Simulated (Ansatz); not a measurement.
Start from GaN in the zinc blende structure (space group F-43m, No. 216; a = 4.498 Å).

The values are results of Ansatz (a quantum-chemistry and plane-wave program) r2SCAN, no spin-orbit coupling, not measurements.

Base values:

| Quantity | Result |
|---|---|
| Valley order | Γ 2.17 eV; X along ⟨100⟩ 3.77 eV |

The change: an isotropic linear strain of −1.00 %; the atoms relax in the strained cell.

Task: Predict the new mean gap deformation potential ΔEg/Δln V.

Result: The mean gap deformation potential ΔEg/Δln V amounts to -6.7 eV.

Task: What happens to the valley order?

Result: The valley order (the lowest conduction-band minima on the path, energy above the VBM, named in the base's zone) goes from Γ 2.17 eV; X along ⟨100⟩ 3.77 eV to Γ 2.37 eV; X along ⟨100⟩ 3.79 eV.

No phonon test of stability was made. This is not the structure that GaN has at room temperature and ambient pressure.
